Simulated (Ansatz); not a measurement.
Base system: Lu in the hcp (Mg type) structure (space group P6_3/mmc, No. 194; relaxed with 0.1 eV smearing).

```
CELL_PARAMETERS angstrom
      3.44317     0.00000     0.00000
     -1.72159     2.98188     0.00000
      0.00000     0.00000     5.36685
ATOMIC_POSITIONS crystal
  Lu 0.66667 0.33333 0.75000
  Lu 0.33333 0.66667 0.25000
```

Cartesian axes are those of the cell as printed.

Calculations: PBEsol in Ansatz (plane waves to 420 eV, PAW, spin-orbit coupling left out).

Before the change:

The volume per atom is 27.55 Å³.

The change: biaxial strain −3.00 %, plane normal [001], relaxed out of plane (Cartesian); in-plane vectors clamped, the third vector and the atoms free.

Q: What happens to the volume per atom?

A: The volume per atom drops by 1.21 Å³ to 26.34 Å³.

Whether these cells are dynamically stable was not tested.

Ansatz is an electronic-structure program.
